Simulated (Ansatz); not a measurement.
Given:

```yaml
crystal:
  lattice:
    - [3.49395, 0.00000, 0.00000]
    - [-1.74697, 3.02585, 0.00000]
    - [0.00000, 0.00000, 4.19407]
  atoms:
    - { symbol: Mg, position: [0.66667, 0.33333, 0.75000] }
    - { symbol: Mg, position: [0.33333, 0.66667, 0.25000] }
    - { symbol: O, position: [0.66667, 0.33333, 0.25000] }
    - { symbol: O, position: [0.33333, 0.66667, 0.75000] }
```

No spin polarisation.

0.0443 holes added to each cell, a density of 1.0×10^21 cm⁻³, with a uniform compensating background at fixed cell and a 300 K Fermi–Dirac width.

Calculations: Kohn–Sham DFT with the PBEsol functional, run in Ansatz (a quantum-chemistry and plane-wave program) with PAW and 420 eV plane waves, scalar-relativistic without spin-orbit coupling. Γ-centred 19×19×14 mesh, Fermi–Dirac width 0.0259 eV.

### Question
Predict the Fermi level from band edge and gap character.

### Answer
* **Fermi level relative to the doped band's edge (positive inside the band; to 0.05 eV)**: +0.20 eV
* **Gap character**: direct at Γ

Charged cell with a jellium background: band edges are those of the host's band count, energies are not comparable with the neutral cell, and many-body gap narrowing is missing. No phonon test of stability was made. The cell was made from MgO (space group P6_3/mmc, No. 194; a cell from a computed database, its experimental status unchecked) by this change: holes 1.0×10^21 cm⁻³. This is not the structure that MgO has at room temperature and ambient pressure.
